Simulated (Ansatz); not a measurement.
Take Al₂Cu (space group Fm-3m, No. 225; a = 5.736 Å; a cell from a computed database, its experimental status unchecked; relaxed with 0.1 eV smearing) as the base. Axes: x, y, z lie along the cube axes.

Calculations: plane-wave PAW DFT at the r2SCAN level (Ansatz, a first-principles code, 500 eV), no spin-orbit coupling, earlier PAW set.

Now apply this change: every lattice vector is shortened by 2.57 %, atoms relaxed at fixed cell.

Problem. Predict the stress tensor and what it implies for the stiffness.

Solution. Stress of the strained cell less that of the base (GPa, compression positive):
```
    9.8     0.0     0.0
    0.0     9.8     0.0
    0.0     0.0     9.8
```

Then B = −ΔP/(ΔV/V₀) with ΔV/V₀ = -0.0751 gives secant stiffness values (nonlinear terms included at this strain): B ≈ 131 GPa.

As a check, the harmonic strain energy −½ V₀ Δσ:ε is 37 meV/atom; the computed energy rise is 34 meV/atom.

Stability against distortions was not tested. All final runs are without spin polarisation.
